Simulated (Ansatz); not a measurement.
Ge on the Si site (broken-bond start) in alpha quartz (start: the Si site; started 0.95 Å off site, one bond broken; 72-site cell, 2×2×2 Γ-centred sampling). The numbers are results of PBE, PAW (plane waves to 420 eV; Ansatz, an electronic-structure program), not measurements. Total energies of the localised charge states, counted from that of charge 0, and their image corrections (point charge with alignment); the host's valence-band maximum lies at 1.990 eV on the cells' energy zero and its gap is 5.68 eV.

| charge | moment (μB) | E − E(first) (eV) | correction (eV) |
|---|---|---|---|
| 0 | not spin-polarised | 0.000 | 0.000 |
| −1 | 1.0 | 7.140 | 0.307 |

**Question.** Derive the transition levels above the valence-band maximum and say which of them are thermodynamic.

**Answer.** A level is the Fermi energy at which two charges have equal formation energy: ε(q/q′) = [E(q′) + corr(q′) − E(q) − corr(q)] / (q − q′) − E_VBM.
ε(0/−1) = [(7.140 + 0.307) − (0.000 + 0.000)] / 1 − 1.990 = 5.46 eV
Thermodynamic levels at least 0.1 eV inside the gap: (0/−1) at 5.46 eV. They hold to tenths of an eV in this cell. Only the charges listed were compared. The geometries come from one start. Flagged in the runs: a host whose relaxation on this sampling wasn't shown to rest, a strain field that reaches the edge of the cell.
